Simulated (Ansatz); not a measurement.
MgO (Pm-3n, No. 223, 12 atoms in the cell; start mp-1101930; a measured phase of this formula has another space group) was calculated with r²SCAN (Ansatz, a first-principles code, PAW).

Run with plane-wave cutoff 560 eV, 6×6×6 k mesh, Fermi–Dirac smearing 0.01 eV, scalar-relativistic PAW data made under PBE.

Cell (relaxed at this level):

```cif
data_Mg6O6
_chemical_formula_sum 'Mg6 O6'
_space_group_name_H-M_alt 'P 1'
_space_group_IT_number 1
_cell_length_a 5.57518
_cell_length_b 5.57518
_cell_length_c 5.57518
_cell_angle_alpha 90.000
_cell_angle_beta 90.000
_cell_angle_gamma 90.000
loop_
_space_group_symop_operation_xyz
  'x, y, z'
loop_
_atom_site_label
_atom_site_type_symbol
_atom_site_fract_x
_atom_site_fract_y
_atom_site_fract_z
_atom_site_occupancy
Mg1 Mg 0.25000 0.00000 0.50000 1
Mg2 Mg 0.75000 0.00000 0.50000 1
Mg3 Mg 0.50000 0.75000 0.00000 1
Mg4 Mg 0.50000 0.25000 0.00000 1
Mg5 Mg 0.00000 0.50000 0.75000 1
Mg6 Mg 0.00000 0.50000 0.25000 1
O1 O 0.25000 0.50000 0.00000 1
O2 O 0.75000 0.50000 0.00000 1
O3 O 0.00000 0.75000 0.50000 1
O4 O 0.00000 0.25000 0.50000 1
O5 O 0.50000 0.00000 0.75000 1
O6 O 0.50000 0.00000 0.25000 1
```

Q: Give the computed band gap.

A: 
- band gap: 3.40 eV (direct)

A start named mp-… is a Materials Project structure, which need not be a measured phase.
